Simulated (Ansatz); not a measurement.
Base system: Al$_{2}$Au (space group Fm-3m, No. 225; relaxed with 0.1 eV smearing).

```
CELL_PARAMETERS angstrom
      0.00000     3.00158     3.00158
      3.00158     0.00000     3.00158
      3.00158     3.00158     0.00000
ATOMIC_POSITIONS crystal
  Al 0.25000 0.25000 0.25000
  Al 0.75000 0.75000 0.75000
  Au 0.00000 0.00000 0.00000
```

Cartesian axes are those of the cell as printed.

All numbers come from Kohn–Sham DFT with the PBEsol functional, run in Ansatz (a program for electronic structure) with PAW and 420 eV plane waves, no spin-orbit coupling.

Modification: uniaxial strain ε_zz = −2.00 %, all other strain components held at zero; the atoms relax in the strained cell.

Q: Predict the stress tensor and what it implies for the stiffness.

A: Stress of the strained cell less that of the base (GPa, compression positive):
```
    2.0     0.0     0.0
    0.0     2.0     0.0
    0.0     0.0     3.3
```

Then −Δσ_ii/ε with ε = -0.0200 gives secant stiffness values (nonlinear terms included at this strain): C33 ≈ 164 GPa, C13 ≈ 101 GPa and C23 ≈ 101 GPa.

Stability against distortions was not tested.
